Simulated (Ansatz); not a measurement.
By LDA, the system below comes out a metal.

The ballistic (Sharvin) conductance counts the channels at the Fermi level: G/A = (e²/h) × channels of both spins per area.

Data:

```
CELL_PARAMETERS angstrom
      2.52963     0.00000     0.00000
      0.00000     2.52963     0.00000
      1.26481    -1.26481     1.78872
ATOMIC_POSITIONS crystal
  Cu 0.00000 0.00000 0.00000
```

The cell is taken as given; by LDA it stands under a pressure of -8.4 GPa.

The current flows along the normal of the first two printed cell vectors, the (001) plane of the conventional cell. No spin-orbit coupling; the value is a mean over 0.1 eV about the Fermi level.

### Question
Predict the ballistic conductance per area from LDA (Ansatz, an electronic-structure program).

### Answer
1.1 × 10¹⁵ S/m² for both spins.
